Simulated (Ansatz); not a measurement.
Start from WSi2 (space group I4/mmm, No. 139; a = 3.185 Å, c = 7.773 Å; relaxed with 0.1 eV smearing). Axes: x, y, z lie along a, b, c of the conventional cell.

Structures relaxed with LDA (Ansatz, a quantum-chemistry and plane-wave program, PAW, without spin-orbit coupling).

Base:

Simulated powder pattern, Cu Kα, λ = 1.54184 Å (kinematic, ideal powder, no thermal factors, no anomalous dispersion; the 8 strongest lines at most, above 2 %, up to 2θ = 90°):

```
2θ (°)  I/Imax (%)    hkl
------  ----------  -----
22.88           50  (002)
30.33          100  (101)
40.03           59  (110)
45.11           84  (103)
46.61           33  (112)
57.90           20  (200)
66.76           23  (211)
76.28           37  (213)
```

After one change:

Simulated powder pattern, Cu Kα, λ = 1.54184 Å (kinematic, ideal powder, no thermal factors, no anomalous dispersion; the 8 strongest lines at most, above 2 %, up to 2θ = 90°):

```
2θ (°)  I/Imax (%)
------  ----------
23.36           48
30.42          100
40.03           59
45.69           81
46.86           33
57.90           20
66.81           23
76.71           36
```

Problem. Which of these changes matches the shifts?
A) uniaxial strain ε_zz = +0.50 %
B) uniaxial strain ε_zz = −1.00 %
C) uniaxial strain ε_zz = −3.00 %
D) uniaxial strain ε_zz = −2.00 %

Solution. D, uniaxial strain ε_zz = −2.00 %. Its volume per atom is 12.88 Å³ against 13.14 Å³, and its space group is I4/mmm (No. 139).

No phonon test of stability was made. The final runs are not spin-polarised.
